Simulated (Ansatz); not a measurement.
Consider PtTe₂ (space group P-3m1, No. 164; layered; relaxed with 0.1 eV smearing).

```xyz
3
Lattice="4.0526 0.0000 0.0000 -2.0263 3.5097 0.0000 0.0000 0.0000 5.0969" Properties=species:S:1:pos:R:3 pbc="T T T"
Te     0.0000     2.3398     1.3605
Te     2.0263     1.1699     3.7365
Pt     0.0000     0.0000     0.0000
```

Cartesian axes are those of the cell as printed.

The values are results of Kohn–Sham DFT with the PBE-D3(BJ) functional, run in Ansatz (an electronic-structure program) with PAW and 420 eV plane waves, no SOC, not measurements.

Strains are applied to the cell and any free atomic positions relax; under biaxial strain the out-of-plane vector relaxes too.

One change was made to it. Results:

The shortest interatomic distance shrinks by 0.005 Å, from 2.707 Å to 2.702 Å; the band gap remains zero.

Question: Name the change that was made.
A) biaxial strain −3.00 %, plane normal [001], relaxed out of plane
B) biaxial strain +0.50 %, plane normal [001], relaxed out of plane
C) biaxial strain +1.00 %, plane normal [001], relaxed out of plane
D) biaxial strain −0.50 %, plane normal [001], relaxed out of plane

Answer: D, biaxial strain −0.50 %, plane normal [001], relaxed out of plane. For comparison, the shortest interatomic distance in the other runs: biaxial strain +1.00 %, plane normal [001], relaxed out of plane gives 2.716 Å; biaxial strain −3.00 %, plane normal [001], relaxed out of plane gives 2.682 Å; biaxial strain +0.50 %, plane normal [001], relaxed out of plane gives 2.711 Å.

Whether these cells are dynamically stable was not tested. All final runs are without spin polarisation.
